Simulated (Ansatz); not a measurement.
The parent structure is Rh2Ge (space group Pnma, No. 62).

```
Rh2Ge
1.0
    5.49141     0.00000     0.00000
    0.00000     4.01063     0.00000
    0.00000     0.00000     7.57793
Ge Rh
4 8
Cartesian
  4.31297   3.00797   0.79272
  1.17844   1.00266   6.78521
  3.92414   1.00266   4.58168
  1.56727   3.00797   2.99624
  2.58174   3.00797   5.33182
  2.90967   1.00266   2.24611
  0.16397   1.00266   1.54285
  5.32744   3.00797   6.03507
  1.85827   3.00797   0.52804
  3.63314   1.00266   7.04989
  0.88744   1.00266   4.31701
  4.60397   3.00797   3.26092
```

Cartesian axes are those of the cell as printed.

Computed with Ansatz (a quantum-chemistry and plane-wave program), r2SCAN, PAW, cutoff 500 eV, no spin-orbit coupling, earlier PAW set.

For the base:

The pressure is 0.0 GPa, the band gap is zero and the shortest interatomic distance is 2.469 Å.

Modification: biaxial strain −1.28 %, plane normal [001], relaxed out of plane (Cartesian); in-plane vectors clamped, the third vector and the atoms free.

Q: What happens to the pressure?

A: The pressure (mean of the normal stresses, compression positive) goes from zero to 2.3 GPa.

Q: How does this affect the band gap?

A: The band gap remains zero.

Q: How does this affect the shortest interatomic distance?

A: The shortest interatomic distance shrinks by 0.004 Å (2.469 Å → 2.465 Å).

Stability against distortions was not tested. The final runs are not spin-polarised.
